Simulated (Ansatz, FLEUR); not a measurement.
A FLEUR input for a self-consistent single point of CaClF (P4/nmm, 6 atoms in the cell) (DFT, LDA (Vosko-Wilk-Nusair), all-electron FLAPW (FLEUR), scalar-relativistic valence):

Input of the input generator:

```
CaClF FLAPW
&input film=f /
1.0000000000 0.0000000000 0.0000000000
0.0000000000 1.0000000000 0.0000000000
0.0000000000 0.0000000000 1.7651678960
7.1681885044
1.0 1.0 1.0

6
20 -0.0000000000 0.5000000000 0.8048300000
20 0.5000000000 0.0000000000 0.1951700000
17 0.5000000000 0.0000000000 0.6451000000
17 -0.0000000000 0.5000000000 0.3549000000
9 0.5000000000 0.5000000000 -0.0000000000
9 -0.0000000000 0.0000000000 -0.0000000000

&comp jspins=1 /
&exco xctyp='vwn' /
&kpt div1=7 div2=7 div3=4 gamma=t /
&end /
```

```xml
<?xml version="1.0" encoding="UTF-8" standalone="no"?>
<fleurInput fleurInputVersion="0.39">
   <comment>
      CaClF FLAPW                                                                                         
   </comment>
   <calculationSetup>
      <cutoffs Kmax="4.0" Gmax="14.0" GmaxXC="14.0" numbands="0"/>
      <scfLoop itmax="60" minDistance="0.00001" maxIterBroyd="99" imix="Anderson" alpha="0.05" precondParam="0.0" spinf="2.0"/>
      <coreElectrons ctail="T" frcor="F" kcrel="0" coretail_lmax="0"/>
      <xcFunctional name="vwn" relativisticCorrections="F"/>
      <magnetism jspins="1"/>
      <soc l_soc="F" theta="0.0" phi="0.0" spav="F"/>
      <expertModes spex="0" secvar="F"/>
      <geometryOptimization l_f="T" forcealpha="1.0" forcemix="BFGS" epsdisp="0.00001" epsforce="0.00001"/>
      <ldaU l_linMix="F" mixParam="0.05" spinf="1.0"/>
   </calculationSetup>
   <cell>
      <bzIntegration valenceElectrons="48.0" mode="hist" fermiSmearingEnergy="0.00183747">
         <kPointListSelection listName="default-1"/>
         <!-- k-points included here -->
         <xi:include xmlns:xi="http://www.w3.org/2001/XInclude" href="kpts.xml"> </xi:include>
      </bzIntegration>
      <!-- symmetry operations included here -->
      <xi:include xmlns:xi="http://www.w3.org/2001/XInclude" href="sym.xml"> </xi:include>
      <bulkLattice scale="1.0">
         <bravaisMatrix>
            <row-1>    7.1681885043999998     0.0000000000000000     0.0000000000000000</row-1>
            <row-2>    0.0000000000000000     7.1681885043999998     0.0000000000000000</row-2>
            <row-3>    0.0000000000000000     0.0000000000000000    12.6530562204431334</row-3>
         </bravaisMatrix>
      </bulkLattice>
   </cell>
   <atomSpecies>
      <species name="Calcium (Ca)" element="Ca" atomicNumber="20">
         <mtSphere radius="2.65" gridPoints="915" logIncrement="0.013"/>
         <atomicCutoffs lmax="10" lnonsphr="8"/>
         <electronConfig flipSpins="F">
            <coreConfig>(1s1/2) (2s1/2) (2p1/2) (2p3/2)</coreConfig>
            <valenceConfig>(3s1/2) (3p1/2) (3p3/2) (4s1/2)</valenceConfig>
         </electronConfig>
         <energyParameters s="4" p="4" d="3" f="4"/>
         <lo type="SCLO" l="0" n="3" eDeriv="0"/>
         <lo type="SCLO" l="1" n="3" eDeriv="0"/>
      </species>
      <species name="Chlorine (Cl)" element="Cl" atomicNumber="17">
         <mtSphere radius="2.55" gridPoints="879" logIncrement="0.014"/>
         <atomicCutoffs lmax="10" lnonsphr="8"/>
         <electronConfig flipSpins="F">
            <coreConfig>(1s1/2) (2s1/2) (2p1/2) (2p3/2)</coreConfig>
            <valenceConfig>(3s1/2) (3p1/2) (3p3/2)</valenceConfig>
            <stateOccupation state="(3p1/2)" spinUp="0.8333333333333" spinDown="0.8333333333333"/>
            <stateOccupation state="(3p3/2)" spinUp="1.6666666666667" spinDown="1.6666666666667"/>
         </electronConfig>
         <energyParameters s="3" p="3" d="3" f="4"/>
      </species>
      <species name="Fluorine (F)" element="F" atomicNumber="9">
         <mtSphere radius="1.49" gridPoints="517" logIncrement="0.021"/>
         <atomicCutoffs lmax="6" lnonsphr="4"/>
         <electronConfig flipSpins="F">
            <coreConfig>(1s1/2)</coreConfig>
            <valenceConfig>(2s1/2) (2p1/2) (2p3/2)</valenceConfig>
            <stateOccupation state="(2p1/2)" spinUp="0.8333333333333" spinDown="0.8333333333333"/>
            <stateOccupation state="(2p3/2)" spinUp="1.6666666666667" spinDown="1.6666666666667"/>
         </electronConfig>
         <energyParameters s="2" p="2" d="3" f="4"/>
      </species>
   </atomSpecies>
   <atomGroups>
      <atomGroup species="Calcium (Ca)">
         <relPos label="                   1">-1.000/4.000 1.000/4.000 -.1951700000</relPos>
         <relPos label="                   2">1.000/4.000 -1.000/4.000 .1951700000</relPos>
         <force calculate="T" relaxXYZ="TTT"/>
      </atomGroup>
      <atomGroup species="Chlorine (Cl)">
         <relPos label="                   3">1.000/4.000 -1.000/4.000 -.3549000000</relPos>
         <relPos label="                   4">-1.000/4.000 1.000/4.000 .3549000000</relPos>
         <force calculate="T" relaxXYZ="TTT"/>
      </atomGroup>
      <atomGroup species="Fluorine (F)">
         <relPos label="                   5">1.000/4.000 1.000/4.000 .0000000000</relPos>
         <relPos label="                   6">-1.000/4.000 -1.000/4.000 .0000000000</relPos>
         <force calculate="T" relaxXYZ="TTT"/>
      </atomGroup>
   </atomGroups>
   <output dos="F" band="F" slice="F">
      <checks vchk="F" cdinf="F"/>
      <bandDOS minEnergy="-.5*Htr" maxEnergy="0.5*Htr" sigma="0.015" storeEVData="T"/>
      <vacuumDOS vacdos="F" integ="F" star="F" nstars="0" locx1="0.0" locy1="0.0" locx2="0.0" locy2="0.0" nstm="0" tworkf="0.0"/>
      <unfoldingBand unfoldBand="F" supercellX="1" supercellY="1" supercellZ="1"/>
      <plotting iplot="0" polar="F">
         <plot TwoD="T" vec1="  1.0  0.0  0.0" vec2="  0.0  1.0  0.0" vec3="  0.0  0.0  1.0" zero="  0.0  0.0  0.0" file="plot"/>
      </plotting>
      <chargeDensitySlicing numkpt="0" minEigenval="0.0" maxEigenval="0.0" nnne="0" pallst="F"/>
      <specialOutput eonly="F"/>
      <magneticCircularDichroism mcd="F" energyLo="-10.0" energyUp="0.0"/>
   </output>
  <!-- We include the file relax.xml here to enable relaxations (see documentation) -->
  <xi:include xmlns:xi="http://www.w3.org/2001/XInclude" href="relax.xml"> <xi:fallback/> </xi:include>
</fleurInput>
```

Task: Translate this input to Ansatz (an electronic-structure program).

Result: This is the input that was run; spellings and numerical settings could be chosen otherwise.

Ansatz 0.2 input:
```yaml
# CaClF
crystal:
  lattice:
    - [3.793242, 0.000000, 0.000000]
    - [0.000000, 3.793242, 0.000000]
    - [0.000000, 0.000000, 6.695709]
  atoms:
    - { symbol: Ca, position: [0.000000, 0.500000, 0.804830] }
    - { symbol: Ca, position: [0.500000, 0.000000, 0.195170] }
    - { symbol: Cl, position: [0.500000, 0.000000, 0.645100] }
    - { symbol: Cl, position: [0.000000, 0.500000, 0.354900] }
    - { symbol: F, position: [0.500000, 0.500000, 0.000000] }
    - { symbol: F, position: [0.000000, 0.000000, 0.000000] }
basis:
  ecutwfc: 420.0 eV
kpoints:
  mp_grid: { grid: [7, 7, 4] }
hamiltonian:
  xc: lda
  pseudopotentials: { kind: paw }
scf:
  occupations: { method: fermi_dirac, width: 0.05 eV }
output:
  forces: true
  eigenvalues: true
  stress: true
```

Basis settings and potentials, where a program has them, do not carry over. This input uses DFT, LDA (PW92), plane waves, default PAW files made with PBE. LDA parametrisations can differ slightly between programs.

The starting cell comes from a database of computed structures (which also holds hypothetical and non-ambient phases and stackings), without a prior relaxation at this level. Its lattice was rescaled by a random factor within 2.5 % of one. For this run, on top of that: lattice scaled by 0.98.
